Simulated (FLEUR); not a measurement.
Worked example: self-consistent single point of BiPt (P6_3/mmc, 4 atoms in the cell) in FLEUR.

Computed with FLEUR with LDA (Vosko-Wilk-Nusair), all-electron FLAPW (FLEUR), scalar-relativistic valence.

The change in words: lattice scaled by 0.98. Reference geometry:
```
BiPt
1.0
    4.39676     0.00000     0.00000
   -2.19838     3.80771     0.00000
    0.00000     0.00000     5.55247
Bi Pt
2 2
Direct
  0.33333   0.66667   0.25000
  0.66667   0.33333   0.75000
  0.00000   0.00000   0.50000
  0.00000   0.00000   0.00000
```

Reference input (self-consistent single point, DFT, LDA (Vosko-Wilk-Nusair), all-electron FLAPW (FLEUR), scalar-relativistic valence): Kmax = 4.1 1/bohr; GmaxXC = 14.3 1/bohr; xcFunctional = vwn; jspins = 1; l_soc = F; mode = hist; fermiSmearingEnergy = 0.00367493 Htr; mesh (inpgen div1-3) = 7 7 5; inpgen gamma flag = false; Gmax = 14.3 1/bohr; numbands = 0; maxIterBroyd = 15. This run's input differs from it in these lines:

```diff
@@ -3,5 +3,5 @@
 &input film=f /
-8.3086753754 0.0000001485 0.0000000000
--4.1543378163 7.1955238727 0.0000000000
-0.0000000000 0.0000000000 10.4926532844
+8.1425022474 -0.0000003098 0.0000000000
+-4.0712508554 7.0516139515 0.0000000000
+0.0000000000 0.0000000000 10.2828010880
 1.0
@@ -46,5 +46,5 @@
          <bravaisMatrix>
-            <row-1>    8.3086753754000000     0.0000001485000000     0.0000000000000000</row-1>
-            <row-2>   -4.1543378163000000     7.1955238726999999     0.0000000000000000</row-2>
-            <row-3>    0.0000000000000000     0.0000000000000000    10.4926532843999993</row-3>
+            <row-1>    8.1425022473999995    -0.0000003098000000     0.0000000000000000</row-1>
+            <row-2>   -4.0712508553999998     7.0516139515000003     0.0000000000000000</row-2>
+            <row-3>    0.0000000000000000     0.0000000000000000    10.2828010879999994</row-3>
          </bravaisMatrix>
```

The program printed (abridged):

```
 Iteration:     1   Distance:      11.54866702 me/bohr^3
 Iteration:     2   Distance:      10.58412189 me/bohr^3
 Iteration:     3   Distance:       4.50213981 me/bohr^3
 Iteration:     4   Distance:       1.43233364 me/bohr^3
 Iteration:     5   Distance:       1.06496468 me/bohr^3
   [... 10 lines left out ...]
 Iteration:    16   Distance:       0.00009137 me/bohr^3
 Iteration:    17   Distance:       0.00003374 me/bohr^3
 Iteration:    18   Distance:       0.00002129 me/bohr^3
 Iteration:    19   Distance:       0.00000363 me/bohr^3
 Run finished successfully
 Stop message:
   Structural relaxation: Done

[file out, last iteration]
             iter=     20
[...]
          total density-effective poten   -1.4198162469E+05
          total charge density-energy d   -1.4684774943E+03
 Updated energy parameters for spin:           1
[...]
 fermi energy and band-weighting factors:

[...]
FERMIE:
          first approx. to ef    (T=0)  :   0.424864 htr   (energy of the highest occ. eigenvalue)
          number of occ. states  (T=0)  :        738
          first approx. to seigv (T=0)  : -18.767964 htr
          sum of weights of occ. states :  31.012245
          sum of semicore charge        :   0.000000 e
FERHIS:  Fermi-Energy by histogram:
          bandgap                     :   0.001300 htr
   [... lines left out ...]
          charge neutrality (T=0)     :   0.024490    (zero if the highest occ. eigenvalue is "entirely" occupied)
     EF_NEWTON:  Adjust Fermi-Energy by Newton-Method.
 Direct bandgap for spin            1 :    1.9684320977683634E-002  Htr
 ---->    free energy=                    -80013.1841665182 htr
   [... lines left out ...]
      extrapolation for T->0
 ---->    total electron energy=          -80013.1830778645 htr
 ***** TOTAL FORCES ON ATOMS *****
 TOTAL FORCE FOR ATOM TYPE=  1  X=  4.071   Y= -2.351   Z=  2.571
                       FX_TOT= 0.000000 FY_TOT= 0.000000 FZ_TOT= 0.000000
 TOTAL FORCE FOR ATOM TYPE=  2  X=  0.000   Y=  0.000   Z=  5.141
                       FX_TOT= 0.000000 FY_TOT= 0.000000 FZ_TOT= 0.000000
 Structural relaxation: Done
```

The run converged in 19 iterations. FLEUR gives forces in its relaxation mode, with a further iteration, so its stop message speaks of a relaxation. Against the reference run the free energy drops by 17.8 meV/atom.

The starting cell comes from a database of computed structures (which also holds hypothetical and non-ambient phases and stackings), without a prior relaxation at this level. Its lattice was rescaled by a random factor within 2.5 % of one. For this run, on top of that: lattice scaled by 0.98. Spin-orbit coupling is off. Spin polarisation is off. Values depend on the basis (sphere radii, cutoffs, local orbitals), which need not be converged. The log's line on a gap gives a spacing of levels on this mesh, which the program prints for metals too.

Cost on one core of a shared machine: roughly 5 min.
